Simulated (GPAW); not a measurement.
# Convergence study of the plane-wave cutoff for NiAl (P4mm, 2 atoms in the cell)

```
NiAl
1.0
    2.88133     0.00000     0.00000
    0.00000     2.88133     0.00000
    0.00000     0.00000     2.88133
Al Ni
1 1
Direct
  0.50000   0.50000   0.51735
  0.00000   0.00000   0.00000
```

Computed with LDA (Perdew-Wang 92), GPAW PAW datasets LDA (gpaw-data 1.0.1) (plane waves; GPAW).

Base settings: mode = pw; ecut = 850 eV; xc = LDA; kpts = 4 4 4; mesh shift (steps) = 0 0 0; occupations.name = fermi-dirac; occupations.width = 0.1 eV; nbands = -8; symmetry.symmorphic = false; symmetry.tolerance = 0.0005.

The second cell is the first with its lattice scaled by 0.98.

The mesh stays at the base's, so the ladder's end is converged at best in this setting alone.

Only quantities that move along the ladder and can be compared are tabulated.

The count of work is k-points × plane waves × bands × iterations; it is no time. 

The starting cell has typed, rounded lattice constants, without a prior relaxation at this level. Its lattice was rescaled by up to half a per cent. One atom was moved a little off its site on purpose. Spin polarisation is off. In the base run, with a pressure of about -9 GPa the cell is away from its equilibrium volume at this level. Without a gap this mesh is coarse (it stands for a supercell whose shortest vector is 12 Å).

Steps (ecut): 300 eV; 340 eV; 380 eV; 425 eV; 470 eV; 510 eV; 595 eV; 680 eV; 765 eV; 850 eV; 935 eV; 1020 eV; 1275 eV; 1490 eV; 1700 eV; 2040 eV.

Task: What is the coarsest ecut that holds the free energy within 5 meV/atom of the last step, with all finer ones?

Result: 470 eV, at 0.10 of the last step's count of work; the step before is off by 12 meV/atom.

Task: What is the coarsest ecut that holds the energy of the compressed cell less the first within 0.5 meV/atom of the last step, with all finer ones?

Result: 470 eV, at 0.10 of the last step's count of work; the step before is off by 0.61 meV/atom.

Task: What is the coarsest ecut that holds the pressure within 0.5 GPa of the last step, with all finer ones?

Result: 470 eV, at 0.10 of the last step's count of work; the step before is off by 0.95 GPa.

| ecut | free energy less the last step's (meV/atom) | energy of the compressed cell less the first (meV/atom) | pressure (GPa) | count of work / last |
|---|---|---|---|---|
| 300 eV | 86.74 | -17.35 | -10.91 | 0.054 |
| 340 eV | 53.12 | -14.43 | -10.77 | 0.065 |
| 380 eV | 30.14 | -15.61 | -10.25 | 0.078 |
| 425 eV | 12.21 | -14.86 | -9.48 | 0.088 |
| 470 eV | 4.55 | -15.40 | -8.96 | 0.10 |
| 510 eV | 1.88 | -15.45 | -8.73 | 0.13 |
| 595 eV | 0.29 | -15.44 | -8.55 | 0.17 |
| 680 eV | 0.11 | -15.46 | -8.53 | 0.18 |
| 765 eV | 0.06 | -15.47 | -8.53 | 0.22 |
| 850 eV | 0.03 | -15.47 | -8.53 | 0.27 |
| 935 eV | 0.01 | -15.47 | -8.53 | 0.32 |
| 1020 eV | 0.00 | -15.47 | -8.53 | 0.36 |
| 1275 eV | 0.00 | -15.47 | -8.52 | 0.46 |
| 1490 eV | 0.00 | -15.47 | -8.53 | 0.62 |
| 1700 eV | 0.00 | -15.47 | -8.53 | 0.76 |
| 2040 eV | 0.00 | -15.47 | -8.53 | 1.0 |

The energy difference between the two cells stays within 1 meV/atom of the last step's from 380 eV on, the total only from 595 eV on: much of the error is common to both cells and cancels.

At the lowest cutoff the pressure lies 2.4 GPa under the last step's, the usual sign of Pulay stress in an incomplete plane-wave basis.

Left out of this page: 1 run of the series outside the window shown, repeating another row's setting, or not comparable.
